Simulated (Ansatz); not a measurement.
## MoTe2: pressure series

Consider MoTe2 in the 2H-MoS2 type structure (space group P6_3/mmc, No. 194; a = 3.497 Å, c = 13.696 Å; layered, stacked along the Cartesian z axis).

Cell and atoms are relaxed at each pressure.

Method: Ansatz (a quantum-chemistry and plane-wave program), PBE-D3(BJ), PAW, cutoff 420 eV, without spin-orbit coupling.

Notes on the quantities. enthalpy: H = E + PV relative to the base's energy.

```json
[
 {"case": "base", "gap character": "indirect, Γ → K–Γ (44 % along)", "band gap": "0.60 eV", "volume per atom": "24.17 Å³", "enthalpy": "–"},
 {"case": "pressure −2 GPa", "gap character": "indirect, K → K–Γ (40 % along)", "band gap": "0.80 eV", "volume per atom": "25.74 Å³", "enthalpy": "-0.31 eV/atom"},
 {"case": "pressure −1 GPa", "gap character": "indirect, Γ → K–Γ (44 % along)", "band gap": "0.68 eV", "volume per atom": "24.80 Å³", "enthalpy": "-0.15 eV/atom"},
 {"case": "pressure 0.3 GPa", "gap character": "indirect, Γ → K–Γ (44 % along)", "band gap": "0.58 eV", "volume per atom": "24.01 Å³", "enthalpy": "+0.05 eV/atom"},
 {"case": "pressure 0.7 GPa", "gap character": "indirect, K–Γ (81 % along) → K–Γ (44 % along)", "band gap": "0.54 eV", "volume per atom": "23.82 Å³", "enthalpy": "+0.10 eV/atom"},
 {"case": "pressure 1.5 GPa", "gap character": "indirect, K–Γ (81 % along) → K–Γ (44 % along)", "band gap": "0.46 eV", "volume per atom": "23.47 Å³", "enthalpy": "+0.22 eV/atom"},
 {"case": "pressure 5 GPa", "gap character": "indirect, K–Γ (87 % along) → K–Γ (44 % along)", "band gap": "0.19 eV", "volume per atom": "22.30 Å³", "enthalpy": "+0.72 eV/atom"},
 {"case": "pressure 7.5 GPa", "gap character": "–", "band gap": "zero", "volume per atom": "21.67 Å³", "enthalpy": "+1.07 eV/atom"},
 {"case": "pressure 10 GPa", "gap character": "–", "band gap": "zero", "volume per atom": "21.12 Å³", "enthalpy": "+1.40 eV/atom"}
]
```

The mesh was chosen for an insulator and is coarse for the gapless case. With Te present, leaving out spin-orbit coupling can change the band edges. Load acts through the strain it causes; cell and atoms are relaxed under it. Whether these cells are dynamically stable was not tested. No other phases were tried under pressure. All final runs are without spin polarisation. Gaps under 0.05 eV, about the width of the smearing, are given as zero. The D3 term's C6 switches between coordination references near this geometry, which can add small steps to energies. A zero or small gap of MoTe2 under pressure 5 GPa, MoTe2 under pressure 7.5 GPa and MoTe2 under pressure 10 GPa can be the functional's error rather than a property of the material.
